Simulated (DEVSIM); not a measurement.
Structure: abrupt Si n-p junction, at 300 K.

Layer 1 from the left is Si, thickness (μm) 0.300, Nd (cm⁻³) 9.9e17, τn (s) 3.4e-6, τp (s) 3.4e-6. Layer 2 from the left is Si, thickness (μm) 61.0, Na (cm⁻³) 6.7e16, τn (s) 3.4e-6, τp (s) 3.4e-6.

Left contact: ohmic. Right contact: ohmic. Voltage is applied to the left contact. Recombination: SRH at mid-gap. Mobility is constant in doping.

Constants are typed, rounded textbook-type inputs, not results; the design itself was drawn at random and stands for no fabricated device. Values at 300 K.

Si: gap (eV) 1.124, affinity (eV) 4.05, permittivity 11.7, Nc (cm⁻³) 2.86e19, Nv (cm⁻³) 3.1e19, μn (cm²/Vs) 1417, μp (cm²/Vs) 470.

Model (solved in DEVSIM): 1D drift-diffusion, Boltzmann statistics, complete ionisation; no tunnelling, impact ionisation, image-force lowering or self-heating.

Dark forward current:

```
|V| (V)  |J| (A/cm²)
-------  -----------
0.05       5.006e-10
0.10        2.016e-9
0.15        7.781e-9
0.20        3.502e-8
0.25        1.887e-7
0.30        1.156e-6
0.35        7.577e-6
0.40        5.122e-5
0.45       0.0003507
0.50        0.002414
0.55         0.01665
0.60          0.1145
0.65          0.7727
0.70           4.663
0.75           19.84
0.80           54.59
0.85           113.1
0.90           198.3
0.95           312.4
1.00           456.6
1.05           631.9
1.10           838.9
1.15            1078
1.20            1349
1.25            1653
1.30            1990
```

**Question.** Work out the local ideality factor n = ΔV / (kT/q · ln(J2/J1)) between the rows 0.15 and 0.20 V, 0.50 and 0.55 V, 1.25 and 1.30 V.

**Answer.** kT/q = 25.85 mV. From 0.15 to 0.20 V: ln(3.502e-8/7.781e-9) = 1.504, n = 1.29. From 0.50 to 0.55 V: ln(0.01665/0.002414) = 1.931, n = 1.00, near the 1 of diffusion or emission over a barrier. From 1.25 to 1.30 V: ln(1990/1653) = 0.186, n = 10.42.

**Question.** Estimate the current at 0.45 V from the Shockley equation with J0 = Σ q ni² D/(N L) coth(W/L), τ joining the SRH, radiative and Auger lifetimes that are on, and W taken as the whole layer.

**Answer.** ni² = 1.16e20 cm⁻⁶; holes in the n layer: μ = 470 cm²/Vs, D = 12.1 cm²/s, τ = 3.40e-6 s, L = 64.3 μm, W/L = 0.0047, term 7.59e-12 A/cm²; electrons in the p layer: μ = 1420 cm²/Vs, D = 36.6 cm²/s, τ = 3.40e-6 s, L = 112 μm, W/L = 0.55, term 1.83e-12 A/cm². J0 = 9.42e-12 A/cm², and J = J0 exp(qV/kT) = 0.000342 A/cm². The simulation gives 0.000351 A/cm²; the estimate lies 2.4 % below. The estimate leaves out recombination in the depletion region and that region's share of W.
